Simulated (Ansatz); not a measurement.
Levels about the gap of amorphous Sb22Se33 (55 atoms in a cell of 1612 Å³, 5.45 g/cm³; zone centre alone, so wide bands show as single levels with stretches between that a denser mesh fills), at the geometry that PBE-D3(BJ) relaxed, where it gives 0.0 GPa on a denser mesh. The participation number counts the atoms over which a state spreads; weights are charges in smoothed Voronoi cells. The levels come from a single point, so bond lengths are those of that geometry. Method of the levels: PBE-D3(BJ), scalar-relativistic without spin-orbit coupling, PAW (Ansatz default set, large-core Se) (Ansatz, a first-principles code). Sampling: the zone centre alone; Fermi-Dirac width 0.05 eV; no spin polarisation.

A CHGNet melt-quench gave the starting glass, which DFT then relaxed. The hot cell started wider than the set density and was brought back towards it in steps. It is the lowest in DFT energy of 4 quenches. It is a model cell: composition and starting density were chosen by hand, and all elements were melted together. The geometry includes D3(BJ) dispersion. Its density started from a set value of 5.35 and ended at 5.45 g/cm³. Cooling (nominally 110 K/ps over its main leg) ran many orders faster than in experiment, which tends to leave more defects and strain. A cell of this size samples the disorder only roughly. The volume was free in the relaxation, at fixed shape. On a 2×2×2 Γ-centred mesh force components of up to 0.13 eV/Å stay, since the relaxation ran on one k-point at (1/4, 1/4, 1/4).

| E - E(highest filled), eV | filling | participation number | largest on | weight Se | weight Sb |
|---|---|---|---|---|---|
| -0.47 | filled | 24.3 | Se, 2 neighbours | 0.82 | 0.18 |
| -0.38 | filled | 26.3 | Se, 3 neighbours | 0.80 | 0.20 |
| -0.29 | filled | 19.5 | Se, 3 neighbours | 0.82 | 0.18 |
| -0.21 | filled | 27.3 | Se, 3 neighbours | 0.81 | 0.19 |
| -0.15 | filled | 33.9 | Se, 3 neighbours | 0.77 | 0.23 |
| -0.06 | filled | 17.4 | Se, 2 neighbours | 0.80 | 0.20 |
| 0.00 | filled | 28.0 | Se, 2 neighbours | 0.76 | 0.24 |
| 0.73 | empty | 19.0 | Sb, 5 neighbours | 0.51 | 0.49 |
| 1.07 | empty | 33.5 | Sb, 5 neighbours | 0.49 | 0.51 |
| 1.17 | empty | 33.5 | Se, 3 neighbours | 0.49 | 0.51 |
| 1.19 | empty | 34.2 | Sb, 3 neighbours | 0.52 | 0.48 |
| 1.30 | empty | 39.7 | Sb, 5 neighbours | 0.49 | 0.51 |
| 1.39 | empty | 40.0 | Sb, 5 neighbours | 0.50 | 0.50 |
| 1.41 | empty | 38.5 | Sb, 4 neighbours | 0.47 | 0.53 |

Most localised among these is the filled level at -0.06 eV, on a Se atom, which has 2 neighbours (Sb 2.57 Å, Sb 2.62 Å).
